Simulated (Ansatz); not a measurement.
Take MgTe in the wurtzite structure (space group P6_3mc, No. 186; a = 4.609 Å, c = 7.500 Å) as the base. Axes: x lies along a and z along c of the hexagonal cell.

The values are results of DFT with PBE, PAW potentials and a 420 eV plane-wave cutoff in Ansatz (an electronic-structure program), no SOC, not measurements.

Before the change:

* **Volume per atom**: 34.49 Å³

It is then changed as follows: biaxial strain −2.40 %, plane normal [001], relaxed out of plane (Cartesian); in-plane vectors clamped, the third vector and the atoms free.

Task: Predict the new volume per atom.

Result: The volume per atom drops by 0.988 Å³ (34.49 Å³ → 33.51 Å³).

No phonon test of stability was made.
